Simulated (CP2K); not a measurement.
## Parameter sweep on Br (Cmce, 4 atoms in the cell)

```yaml
crystal:
  lattice:
    - [4.08011, 0.00000, 0.00000]
    - [-1.54324, 3.77700, 0.00000]
    - [0.00000, 0.00000, 8.85603]
  atoms:
    - { symbol: Br, position: [0.86100, 0.86100, 0.88900] }
    - { symbol: Br, position: [0.63900, 0.63900, 0.38900] }
    - { symbol: Br, position: [0.36100, 0.36100, 0.61100] }
    - { symbol: Br, position: [0.13900, 0.13900, 0.11100] }
```

Base run A: PBE, GPW, DZVP-MOLOPT-SR-GTH basis, GTH-PBE potentials (GTH_POTENTIALS) (CP2K), self-consistent single point.

Its settings: CUTOFF = 400 Ry; REL_CUTOFF = 40 Ry; SMEAR/METHOD = GAUSSIAN; SIGMA = 0.02 eV; KPOINTS/SCHEME = MONKHORST-PACK 7 7 3; XC_FUNCTIONAL = PBE; Br/BASIS_SET = DZVP-MOLOPT-SR-GTH-q7; Br/POTENTIAL = GTH-PBE-q7; METHOD = GPW; EPS_DEFAULT = 1e-11; NGRIDS = 4; SCF_GUESS = ATOMIC; EPS_SCF = 1e-06; MAX_SCF = 100; ADDED_MOS = 6; MIXING/METHOD = BROYDEN_MIXING; MIXING/ALPHA = 0.4; MIXING/NBUFFER = 8; MIXING/BETA = 1 1/bohr.

The starting cell has typed, rounded lattice constants, without a prior relaxation at this level. Its lattice was rescaled by a random factor within 2.5 % of one. Values carry the incompleteness of an atom-centred basis.

ΔF is the free energy per atom less that of run A. A dash stands where there is no value to compare (another energy zero or no entropy term, no result, no spin, no clean gap, or a mesh too coarse for one). 

Run A gave: pressure (GPa) 1.63; largest force (eV/Å) 0.825; gap on the mesh (eV) 1.549; TS (meV/atom) 0.0.

Runs:
- B: SIGMA = 0.025 eV
- C: SIGMA = 0.2 eV
- D: SIGMA = 0.5 eV
- E: SIGMA = 0.8 eV

Problem. What does run E change against A?

Solution. The free energy drops by 13.8 meV/atom, the pressure goes from 1.63 to 2.11 GPa and the largest force goes from 0.825 to 1.033 eV/Å.

```csv
run,ΔF (meV/atom),pressure (GPa),largest force (eV/Å),gap on the mesh (eV),TS (meV/atom)
A,0.00,1.63,0.825,1.549,0.0
B,0.00,1.63,0.825,1.549,0.0
C,0.00,1.63,0.825,1.549,0.0
D,-0.49,1.67,0.840,–,4.5
E,-13.8,2.11,1.033,–,75.2
```
